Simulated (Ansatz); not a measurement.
Base system: KZnF$_{3}$ in the cubic perovskite structure (space group Pm-3m, No. 221; a = 4.0523 Å). Axes: x, y, z lie along the cube axes.

Calculations: plane-wave PAW DFT at the PBEsol level (Ansatz, a first-principles code, 420 eV), no spin-orbit coupling.

For the base:

The electron mass comes out as 0.44 mₑ (at Γ) and the band gap comes out as 3.71 eV. The smallest direct gap is 5.52 eV.

Modification: uniaxial strain ε_zz = −1.20 %, all other strain components held at zero, atoms relaxed at fixed cell.

**Question.** Predict the new electron mass, band gap and smallest direct gap.

**Answer.** The electron mass is still 0.44 mₑ (at Γ); the band gap hardly moves (3.71 eV against 3.70 eV); the smallest direct gap rises by 0.10 eV, from 5.52 eV to 5.62 eV.

Effective masses come from finite differences of ±0.01 Å⁻¹. Stability against distortions was not tested. Many cubic perovskites are stable only at high temperature; tilts and polar distortions were not tested.
